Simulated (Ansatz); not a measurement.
## HfVF6, magnetic orders

The reference is HfVF$_{6}$ (space group Fm-3m, No. 225; a = 8.148 Å; ferromagnetic).

Each order is relaxed in cell and atoms; arrows give the starting signs on the magnetic atoms.

Level of theory: DFT with PBEsol+U (U_eff on d states: V 3.25 eV), PAW potentials and a 420 eV plane-wave cutoff in Ansatz (a quantum-chemistry and plane-wave program), no spin-orbit coupling.

Notes on the quantities. energy relative to the base: σ→0; to 0.01 eV only: unlike meshes or grids.

```tsv
variant	band gap	energy relative to the base	volume per atom
base	3.44 eV	0 meV/atom	16.90 Å³
↑↓ start, q = (0, 1/2, 1/2), 16 atoms	3.53 eV	0 meV/atom	16.90 Å³
non-magnetic	zero	+0.49 eV/atom	16.21 Å³
↑↓ start, q = (0, 0, 1/2), 16 atoms	3.56 eV	0 meV/atom	16.90 Å³
```

Other magnetic orders, which the real material may have, were not ruled out. With Hf present, leaving out spin-orbit coupling can change the band edges. No phonon test of stability was made. Spin-polarised in the final run: ↑↓ start, q = (0, 1/2, 1/2), 16 atoms, base and ↑↓ start, q = (0, 0, 1/2), 16 atoms; the other runs are not. The U values are a database's picks, fitted on other projectors than the ortho-atomic ones used here.
